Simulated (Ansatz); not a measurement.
## ZnSnO₃ (R-3, No. 148, 10 atoms in the cell; start mp-14628)

All values below come from PBEsol+SOC (Ansatz, a first-principles code, plane waves, PAW).

Run with plane-wave cutoff 520 eV, 8×8×8 k mesh, Fermi–Dirac smearing 0.01 eV, PAW data made under PBE.

Cell (relaxed with PBEsol):

```xyz
10
Lattice="2.6535 1.5320 4.6754 -2.6535 1.5320 4.6754 0.0000 -3.0640 4.6754" Properties=species:S:1:pos:R:3 pbc="T T T"
Zn     0.0000     0.0000     5.1196
Zn     0.0000     0.0000     8.9066
Sn     0.0000     0.0000     2.0922
Sn     0.0000     0.0000    11.9341
O     -1.0529    -1.5614     5.8611
O      1.0529     1.5614     8.1651
O      1.8787    -0.1311     5.8611
O     -1.8787     0.1311     8.1651
O     -0.8258     1.6925     5.8611
O      0.8258    -1.6925     8.1651
```

| Item | Result |
|---|---|
| band gap | 1.44 eV (indirect) |
| smallest direct gap on the k points sampled | 1.51 eV |

Cost on a shared machine: very roughly 19 core-minutes.

A start named mp-… is a Materials Project structure, which need not be a measured phase.
